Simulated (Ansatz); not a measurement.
**What uniaxial strain ε_xx = +0.19 % does to TiB2**

Base system: TiB2 (space group P6/mmm, No. 191; a = 3.032 Å, c = 3.224 Å). Axes: x lies along a and z along c of the hexagonal cell.

It is then changed as follows: uniaxial strain ε_xx = +0.19 %, all other strain components held at zero; the atoms relax in the strained cell.

Calculations: PBE/PAW in Ansatz (an electronic-structure program), no SOC. k-mesh 18×18×14 (Γ-centred); smearing 0.05 eV (Fermi–Dirac).

The volume per atom is nearly the same (8.56 Å³ against 8.57 Å³) and the space group changes from P6/mmm (No. 191) to Cmmm (No. 65). The energy hardly moves and the pressure (mean of the normal stresses, compression positive) goes from zero to -0.5 GPa. The band gap remains zero and the stress (xx, yy, zz, yz, xz, xy; compression positive) is (-1.2, -0.1, -0.2, 0.0, 0.0, 0.0) GPa (rough).

Final structure:

```
TiB2
1.0
    3.03775     0.00000     0.00000
   -1.51887     2.62578     0.00000
    0.00000     0.00000     3.22435
Ti B
1 2
Direct
  0.00000   0.00000   0.00000
  0.33332   0.66664   0.50000
  0.66668   0.33336   0.50000
```

Cost of the whole job for the changed cell (relaxation, final SCF and bands): about 70 core-seconds (a rough figure).

Without a gap, meshes like the base's 18×18×14 leave anisotropic stresses uncertain by several tenths of a GPa, and small strain energies with them. No phonon test of stability was made. The final runs are not spin-polarised.
